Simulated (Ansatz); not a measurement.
Start from HgSe in the zinc blende structure (space group F-43m, No. 216; a = 6.1333 Å). Axes: x, y, z lie along the cube axes.

All numbers come from PBEsol (Ansatz, a quantum-chemistry and plane-wave program, PAW, no SOC).

Strains are applied to the cell and any free atomic positions relax.

One change was made to it. Results:

The energy grows by 15 meV/atom; the pressure (mean of the normal stresses, compression positive) goes from zero to 2.9 GPa.

Problem. What was done to the base?
A) isotropic strain −0.62 %
B) uniaxial strain ε_xx = −0.91 %
C) uniaxial strain ε_yy = −5.02 %

Solution. C, uniaxial strain ε_yy = −5.02 %. For comparison, the energy relative to the base in the other runs: isotropic strain −0.62 % gives +1.6 meV/atom; uniaxial strain ε_xx = −0.91 % gives +0.5 meV/atom.

Whether these cells are dynamically stable was not tested. All final runs are without spin polarisation. Gaps under 0.05 eV, about the width of the smearing, are given as zero.
